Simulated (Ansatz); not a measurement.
# Effect of biaxial strain +0.42 %, plane normal [111], relaxed out of plane on K2S

Start from K2S in the anti-fluorite structure (space group Fm-3m, No. 225; a = 7.3360 Å). Axes: x, y, z lie along the cube axes.

Now apply this change: biaxial strain +0.42 %, plane normal [111], relaxed out of plane (Cartesian); in-plane vectors clamped, the third vector and the atoms free.

Level of theory: PBEsol in Ansatz (plane waves to 420 eV, PAW, no SOC). k-mesh 8×8×8 (Γ-centred); smearing 0.05 eV (Fermi–Dirac).

| quantity | base | changed | shift |
|---|---|---|---|
| volume per atom | 32.90 Å³ | 33.07 Å³ | +0.17 Å³ |
| space group | Fm-3m (No. 225) | R-3m (No. 166) | – |
| shortest interatomic distance | 3.177 Å | 3.171 Å | -0.0054 Å |
| energy relative to the base (free energy F) | 0 meV/atom | +0.1 meV/atom | +0.1 meV/atom |
| band gap | 2.35 eV | 2.33 eV | -0.02 eV |
| gap character | – | indirect, F → Γ | – |
| smallest direct gap | 2.58 eV | 2.55 eV | -0.03 eV |
| electron mass | 0.35 mₑ (at Γ) | 0.35 mₑ (at Γ) | – |
| valley order (the lowest conduction-band minima on the path, energy above the VBM, named in the base's zone) | Γ 2.35 eV; X along ⟨100⟩ 3.42 eV | Γ 2.33 eV; X along [001] 3.42 eV | – |
| out-of-plane strain | – | -0.34 % | – |
| mean in-plane stress (compression positive) | – | -0.1 GPa | – |

Final structure (turned so that z lies along the plane normal):

```yaml
crystal:
  lattice:
    - [5.20911, 0.00000, 0.00000]
    - [2.60455, 4.51122, 0.00000]
    - [2.60455, -1.50374, 4.22122]
  atoms:
    - { symbol: K, position: [0.49917, 0.25041, 0.75124] }
    - { symbol: K, position: [0.50083, 0.74959, 0.24876] }
    - { symbol: S, position: [0.00000, 0.00000, 0.00000] }
```

Masses are band curvatures over ±0.01 Å⁻¹ around the edge. Stability against distortions was not tested. k-point labels follow each cell's own Brillouin zone.

Ansatz is a first-principles code.
